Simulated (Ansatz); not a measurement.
The starting structures come from a database of crystals and need not be the phases stable at ambient conditions.

 Where the default PAW files enter, the runs use the earlier of Ansatz's two default sets.

By PBEsol, the system below comes out a metal.

Crystal: Ta2N (P-3m1, anti-CdI2 type, not sure to be the ambient phase, 3 atoms a cell, 13.6 Å³ an atom, -9 GPa at this level); planes in its conventional cell.

The numbers are results of PBEsol (plane waves, PAW; Ansatz, a first-principles code), not measurements.

G/A = (e²/h) × open channels of both spins per area, as a mean over 0.1 eV about the Fermi level, without spin-orbit coupling, for the cells as given.

```tsv
plane	area (Å²)	G/A (10¹⁵ S/m²)
(001)	8.4	0.85
(100)	15.2	?
(110)	26.3	?
(111)	27.6	?
```

### Question
Fill in the missing entries.

### Answer

- (100), G/A (10¹⁵ S/m²): 0.70
- (110), G/A (10¹⁵ S/m²): 0.69
- (111), G/A (10¹⁵ S/m²): 0.69
